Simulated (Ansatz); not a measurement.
Amorphous Si$_{30}$C$_{12}$N$_{24}$, 66 atoms at 2.83 g/cm³, one PBE-relaxed geometry, zone centre. Methods: PBE, scalar-relativistic without spin-orbit coupling (Ansatz, a quantum-chemistry and plane-wave program); r2SCAN, scalar-relativistic without spin-orbit coupling (Ansatz); HSE06, scalar-relativistic without spin-orbit coupling (Ansatz). Plane waves to 420 eV (r2SCAN 500 eV); exact exchange is cut at the cell's faces. At PBE the levels at the filled edge of the gap are localised (band-tail or defect states), and the nearest spread-out levels lie 1.4 eV apart at the zone centre. All rungs ran without spin polarisation.

The cell was made by melting and quenching with the CHGNet potential and then relaxed with DFT. N atoms were pushed apart under 1.9 Å during the dynamics, to hinder bonds among them. The hot cell started wider than the set density and was brought back towards it in steps. It is the lowest in DFT energy of 2 quenches. It is a model cell: composition and starting density were chosen by hand, and all elements were melted together. No dispersion term was used. Its density started from a set value of 2.83 and ended at 2.83 g/cm³. The simulated quench (nominally 120 K/ps over its main leg) is rapid and tends to freeze in more defects than a deposited or slowly cooled glass has. Values belong to this one cell and scatter from quench to quench. The volume was held where the preparation left it and the shape relaxed, at a PBE pressure of -1.0 GPa (tension). Stress components on the final sampling reach 1.4 GPa. On a 2×2×2 Γ-centred mesh force components of up to 0.21 eV/Å stay, since the relaxation ran on the zone centre alone.

The relaxation ran on the zone centre alone. At PBE the level gap is 0.54 eV on a 2×2×2 Γ-centred mesh, and the spacing at the zone centre alone 0.81 eV.

Q: What zone-centre spacing does r2SCAN give, roughly?

A: 0.90 eV (+0.09 eV against PBE).

Q: What zone-centre spacing does HSE06 give, roughly?

A: 1.32 eV (+0.51 eV against PBE).

The highest filled and the lowest empty state spread over these numbers of atoms (participation numbers): PBE: 9.3 and 12.7; r2SCAN: 8.6 and 11.9; HSE06: 7.7 and 11.5.
